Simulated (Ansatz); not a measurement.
Take Cu in the fcc (Cu type) structure (space group Fm-3m, No. 225; a = 3.564 Å) as the base.

It is then changed as follows: Au replaces 66.7 % of the Cu, ordered in a cell of 3 atoms (starting symmetry I4/mmm) and fully relaxed.

The other end (x = 1) is Au in the fcc (Cu type) structure (space group Fm-3m, No. 225): 17.02 Å³/atom, gap zero.

Levels (all Ansatz, an electronic-structure program, PAW): PBEsol (420 eV, without spin-orbit coupling); PBEsol+SOC (420 eV, noncollinear with spin-orbit coupling).

The geometry is relaxed with PBEsol.

- PBEsol pressure = 0.0 GPa

Predict the pressure from PBEsol+SOC.

The pressure goes from zero to -1.2 GPa.

Single points use the geometry relaxed with PBEsol. Differences between runs with and without spin-orbit coupling are approximate. These are small ordered cells, not random alloys; other orderings at the same x differ. No phonon test of stability was made. The runs without spin-orbit coupling are not spin-polarised.
